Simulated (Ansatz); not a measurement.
Take CdSe in the wurtzite structure (space group P6_3mc, No. 186; a = 4.3400 Å, c = 7.0780 Å) as the base. Axes: x lies along a and z along c of the hexagonal cell.

Level of theory: r2SCAN (Ansatz, a quantum-chemistry and plane-wave program; PAW; 500 eV plane waves; spin-orbit coupling left out).

Modification: every lattice vector is shortened by 1.51 %; the atoms relax in the strained cell.

Q: Predict the stress tensor and what it implies for the stiffness.

A: Stress of the strained cell less that of the base (GPa, compression positive):
```
   2.59    0.00    0.00
   0.00    2.59    0.00
   0.00    0.00    2.63
```

Then B = −ΔP/(ΔV/V₀) with ΔV/V₀ = -0.0446 gives secant stiffness values (nonlinear terms included at this strain): B (at held cell shape, above the free-shape value) ≈ 58 GPa.

As a check, the harmonic strain energy −½ V₀ Δσ:ε is 11 meV/atom; the computed energy rise is 10 meV/atom.

Stability against distortions was not tested.
